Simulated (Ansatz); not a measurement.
Functionals compared on a constructed model of the (100) surface of fcc Al, a pseudomorphic layer of Cu in the host's stacking (bottom of the slab: a bare face, its two planes held), in Ansatz (plane waves, PAW). The structure was relaxed with PBE; the other rows are single points on it. Cutoff 420 eV (500 eV for r2SCAN).

Slab: 7 atoms, 11.8 Å thick at the start; k 13x13x1, smearing 0.1 eV, dipole-corrected; 2 atoms held, the rest relaxed; symmetry of the start imposed; no spin, no spin-orbit, no U. It is one candidate, not shown to be the stable structure of the face. These notes are the PBE run's.

| functional | work function of the top face (eV) | rough cost of the single point |
|---|---|---|
| PBE | 4.35 | – |
| RPBE | ___ | very roughly 21 core-seconds |
| r2SCAN | 4.36 | around 60 core-seconds (rough) |

Question: Some entries are withheld; supply them.

Answer: 
- RPBE, work function of the top face (eV): 4.18

Ansatz is a program for electronic structure.
